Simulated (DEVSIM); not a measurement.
System: Co/SiO2/p-Ge capacitor, at 400 K.

Layer 1 from the left is SiO2, thickness (nm) 2.80. Layer 2 from the left is Ge, thickness (nm) 6000, Na (cm⁻³) 9.7e15.

Metal gate on the left, work function 5 eV. Fixed charge at the semiconductor interface 9.3e10 cm⁻² (in units of +e); no interface traps.

Constants are typed, rounded textbook-type inputs, not results; the design itself was drawn at random and stands for no fabricated device. Values at 300 K; Nc and Nv go as T^1.5, mobilities as T to minus their exponent, the gap by Varshni's rule with the affinity fixed.

SiO2: gap (eV) 9, affinity (eV) 0.9, permittivity 3.9. Ge: gap (eV) 0.664, affinity (eV) 4, permittivity 16, Nc (cm⁻³) 1.04e19, Nv (cm⁻³) 6e18, Varshni α (eV/K) 0.000477, Varshni β (K) 235.

Q: Estimate by hand the flat-band voltage, the threshold voltage, and compare with a numerical solution.

A: 
- Flat-band voltage: C = 1.23 μF/cm², work-function difference 0.612 V; VFB = φms − qNf/C = 0.60 V; numerical 0.60 V.
- Threshold voltage: φF = 0.067 V, depletion charge √(4εqNφF) = 2.43e-8 C/cm²; VT = VFB + 2φF + Qd/C = 0.75 V; numerical 0.75 V.

DEVSIM, 1D Poisson equation in equilibrium, Boltzmann statistics, complete ionisation; no quantum confinement or tunnelling. Metal contacts follow the ideal Schottky-Mott rule: no Fermi-level pinning, no interface dipoles.
